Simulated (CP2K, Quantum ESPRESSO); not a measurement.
# Equation of state of wurtzite CdSe (space group 186): energy against volume (CP2K, PBE)

```yaml
crystal:
  lattice:
    - [4.22354, 0.00000, 0.00000]
    - [-2.11177, 3.65769, 0.00000]
    - [0.00000, 0.00000, 6.88535]
  atoms:
    - { symbol: Cd, position: [0.33333, 0.66667, 0.00000] }
    - { symbol: Cd, position: [0.66667, 0.33333, 0.50000] }
    - { symbol: Se, position: [0.33333, 0.66667, 0.37600] }
    - { symbol: Se, position: [0.66667, 0.33333, 0.87600] }
```

Level of theory: CP2K with PBE, GPW, DZVP-MOLOPT-SR-GTH basis, GTH-PBE potentials (GTH_POTENTIALS). Settings: CUTOFF = 650 Ry; REL_CUTOFF = 50 Ry; SMEAR/METHOD = FERMI_DIRAC; ELECTRONIC_TEMPERATURE = 116.05 K; KPOINTS/SCHEME = MONKHORST-PACK 9 9 5; XC_FUNCTIONAL = PBE; Cd/BASIS_SET = DZVP-MOLOPT-SR-GTH; Cd/POTENTIAL = GTH-PBE-q12; Se/BASIS_SET = DZVP-MOLOPT-SR-GTH; Se/POTENTIAL = GTH-PBE-q6; METHOD = GPW; EPS_DEFAULT = 1e-11; NGRIDS = 5; SCF_GUESS = ATOMIC; EPS_SCF = 1e-06; MAX_SCF = 100. The cell above is the first row's. The rows scale it uniformly. In all rows fractional positions and the k mesh are held. E is the free energy at the stated smearing, counted from the lowest row.

```
V (Å^3/atom)  E (meV/atom)
------------  ------------
26.592               75.97
27.170               51.60
27.748               32.59
28.326               18.40
28.904                8.52
29.482                2.52
30.060                0.00
30.639                0.62
31.217                   ?
```

Fit E of the 8 rows that show it with the third-order Birch-Murnaghan form, a cubic in V^(-2/3). With u = V^(-2/3) - 0.107, the rows have u = 0.005245, 0.003647, 0.002105, 0.000616, -0.000824, -0.002216, -0.003563, -0.004871. Least squares gives E = 13.713 + 7049.6·u + 906773·u² + 2334312·u³. Residuals (row less fit): 0.000, 0.003, -0.002, 0.000, 0.001, 0.001, -0.001, 0.001; standard error 0.002 (degrees of freedom: 4). Its minimum lies at u = -0.003947, so V0 = (0.103053)^(-3/2) = 30.23. There d²E/du² = 1758000 and d³E/du³ = 1.401e7, so B0 = (4/9) × 30.23^(-7/3) × 1758000 × 0.160218 = 44.0 GPa (the last factor turns the table's units into GPa), and B0' = 4 + (2/3) × 0.103053 × (1.401e7)/1758000 = 4.5. The program's pressures in the fitted runs (not shown) pass through zero at V = 30.23, 0.00 % from this V0.

Q: What does the fit predict for E at V = 31.217, and how far is the calculated value from it?

A: u = -0.006135, so E = 13.713 + 7049.6 × (-0.006135) + 906773 × (-0.006135)² + 2334312 × (-0.006135)³ = 4.054 meV/atom. The calculation gives 4.05 meV/atom, which the fit meets to the printed digits. The row lies outside the fitted rows, so this is an extrapolation. From the scatter of the fitted rows alone, a prediction at this place has a standard error of 0.006 meV/atom, so the miss is 0.7 times that.

Carrying the step between the two nearest rows on in a straight line would have given 1.24, off by 2.81; series whose last step already gives the withheld value aren't shown. The scan was laid around a cell of about the measured size, scaled by a guess for this functional; axis ratios and inner coordinates come from that cell. The runs keep the symmetry of the cell, so they don't test it for distortions. A plane-wave scan with the same functional (Quantum ESPRESSO, GBRV) gives V0 = 29.88 Å^3/atom and B0 = 44.7 GPa; a Birch-Murnaghan fit to all rows here lies 1.2 % from it in V0 and -2 % in B0; the two differ in basis, and may differ in potentials and mesh. Values carry the incompleteness of an atom-centred basis. The shape of the cell and the inner coordinates aren't relaxed, so V0 and B0 belong to this uniform scaling; a relaxed crystal lies no higher in energy and is usually softer. Cutoffs and mesh are single choices, not tested for convergence of this quantity. Series with a scatter that would blur these digits, or in which a gap closes, are not shown. Nor are scans whose minimum lies at an end fitted in this form.
